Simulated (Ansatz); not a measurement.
Consider Ga2O3 (space group C2/m, No. 12; a = 12.455 Å, b = 3.083 Å, c = 5.878 Å, α = 90.00°, β = 103.70°, γ = 90.00°).

The values are results of PBE in Ansatz (plane waves to 420 eV, PAW, scalar-relativistic without spin-orbit coupling), not measurements.

```
level  band gap
-----  --------
PBE     2.01 eV
```

Measured: band gap 4.85 eV (room temperature; as listed in Kelsey A. Mengle et al., Applied Physics Letters (2016)).

Computed minus measured — band gap: PBE -2.84 eV. Measured values not marked as corrected hold thermal and zero-point effects that the static-lattice runs lack. A measured gap can be an optical one, lowered by exciton binding. Levels without spin-orbit coupling miss its effect on the gap.

No phonon test of stability was made.

Ansatz is an electronic-structure program.
